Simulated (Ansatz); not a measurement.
**AlN, pressure series**

The parent structure is AlN in the wurtzite structure (space group P6_3mc, No. 186).

```xyz
4
Lattice="3.1067 0.0000 0.0000 -1.5534 2.6905 0.0000 0.0000 0.0000 4.9785" Properties=species:S:1:pos:R:3 pbc="T T T"
Al     1.5534     0.8968     0.0170
Al     0.0000     1.7937     2.5062
N      1.5534     0.8968     3.0956
N      0.0000     1.7937     0.6064
```

Cell and atoms are relaxed at each pressure.

Level of theory: r2SCAN (Ansatz, a program for electronic structure), without spin-orbit coupling.

Two rows of this table had their results exchanged by mistake.

| pressure | volume per atom (Å³) | shortest distance (Å) | band gap |
|---|---|---|---|
| pressure −2 GPa | 10.50 | 1.894 | 4.79 eV |
| pressure −1 GPa | 10.45 | 1.891 | 4.84 eV |
| pressure 0.9 GPa | 10.36 | 1.885 | 4.92 eV |
| pressure 2.1 GPa | 10.30 | 1.882 | 4.97 eV |
| pressure 4.5 GPa | 10.19 | 1.875 | 5.06 eV |
| pressure 9 GPa | 9.27 | 1.817 | 5.75 eV |
| pressure 15 GPa | 9.76 | 1.849 | 5.44 eV |
| pressure 22.5 GPa | 9.50 | 1.832 | 5.68 eV |
| pressure 30 GPa | 10.00 | 1.863 | 5.23 eV |

Problem. Which two?

Solution. The rows for pressure 9 GPa and pressure 30 GPa: the volume has to fall steadily with pressure, so 10.00 Å³ belongs to pressure 9 GPa and 9.27 Å³ to pressure 30 GPa.

Load acts through the strain it causes; cell and atoms are relaxed under it. No phonon test of stability was made. Measured, AlN leaves this structure (for rock salt) near 14 GPa (temperature not stated; as listed in Datta, Sujoy, Jana, Debnarayan, arXiv (2020)), on rising pressure, with hysteresis.
